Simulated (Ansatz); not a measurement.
WC: response to strain

Start from WC (space group P-6m2, No. 187; a = 2.899 Å, c = 2.827 Å; relaxed with 0.1 eV smearing).

Strains are applied to the cell and any free atomic positions relax.

Level of theory: DFT with PBEsol, PAW potentials and a 420 eV plane-wave cutoff in Ansatz (a first-principles code), scalar-relativistic without spin-orbit coupling.

Notes on the quantities. pressure: mean of the normal stresses, compression positive; energy relative to the base: free energy F.

```
variant                    pressure  energy relative to the base  shortest interatomic distance
------------------------  ---------  ---------------------------  -----------------------------
base                        0.0 GPa                   0 meV/atom                        2.191 Å
isotropic strain −3.00 %   45.3 GPa                +117 meV/atom                        2.125 Å
isotropic strain −2.50 %   36.5 GPa                 +80 meV/atom                        2.136 Å
isotropic strain −1.50 %   20.4 GPa                 +28 meV/atom                        2.158 Å
isotropic strain −1.00 %   13.2 GPa                 +12 meV/atom                        2.169 Å
isotropic strain +1.00 %  -11.5 GPa                 +11 meV/atom                        2.213 Å
isotropic strain +1.50 %  -16.7 GPa                 +25 meV/atom                        2.224 Å
isotropic strain +2.00 %  -21.5 GPa                 +44 meV/atom                        2.235 Å
isotropic strain +2.50 %          ?                            ?                        2.246 Å
isotropic strain +3.00 %  -30.1 GPa                 +97 meV/atom                        2.256 Å
```

**Question.** What belongs in the blanks?

**Answer.** 
- isotropic strain +2.50 %, pressure: -25.9 GPa
- isotropic strain +2.50 %, energy relative to the base: +68 meV/atom

Stability against distortions was not tested. The final runs are not spin-polarised.
